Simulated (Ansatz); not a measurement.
Consider W in the bcc (W type) structure (space group Im-3m, No. 229; a = 3.169 Å).

All numbers come from DFT with r2SCAN, PAW potentials and a 500 eV plane-wave cutoff in Ansatz (a first-principles code), no spin-orbit coupling.

Before the change:

The lattice parameter a comes out as 316.9 pm and the band gap is zero.

Perturbation: cell and atoms relaxed at a pressure of 30 GPa.

### Question
How does this affect the lattice parameter a and band gap?

### Answer
The lattice parameter a decreases by 8.3 pm (316.9 pm → 308.6 pm); the band gap is still zero.

Load acts through the strain it causes; cell and atoms are relaxed under it. No phonon test of stability was made. No other phases were tried under pressure. The final runs are not spin-polarised.
